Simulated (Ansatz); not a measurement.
# Band edges of zincblende BAs (F-43m) under hydrostatic pressure

Cell and atoms are relaxed with PBEsol to each stress (compression positive); bands and masses by PBEsol, rigid bands (plane waves, PAW, scalar-relativistic; Ansatz, a first-principles code).

```xyz
2
Lattice="0.0000 2.3840 2.3840 2.3840 0.0000 2.3840 2.3840 2.3840 0.0000" Properties=species:S:1:pos:R:3 pbc="T T T"
B      1.1920     1.1920     1.1920
As     0.0000     0.0000     0.0000
```

```
stress (GPa)  ln(V/V₀) (%)  gap (eV)  mean mₑ*
------------  ------------  --------  --------
-2.00                 1.46     1.094      0.30
0                        0     1.080      0.30
5.00                 -3.33     1.047      0.30
15.00                -8.92     0.988      0.30
```

 Masses are conductivity masses at 300 K in electron masses, harmonic means over x, y and z.

### Question
Estimate the bulk modulus from the two loads next to zero.

### Answer
B ≈ −Δp/Δln V = 7.00 GPa/4.79 % = 146 GPa (PBEsol), a mean over this interval.

### Question
How fast does the gap move on either side of zero load?

### Answer
Under tension, (1.094 − 1.080) eV over -2.00 GPa = -7 meV/GPa, or about 1.0 eV per unit ln V; under compression, (0.988 − 1.080) eV over 15.00 GPa = -6 meV/GPa, or about 1.0 eV per unit ln V. The two slopes part by 1 meV/GPa; gaps are resolved to about 0.01 eV, which allows 6 meV/GPa, so these rows don't tell them apart.

Masses are those of dilute carriers in rigid bands with one relaxation time, without polarons. Third decimals of gaps are kept for the arithmetic. Spin-orbit coupling is left out; it splits the top of the valence band and so changes the gap and its response. Every relaxation keeps the zincblende phase (space group F-43m under this load), so a transition, a distortion that breaks the symmetry or fracture can't show.
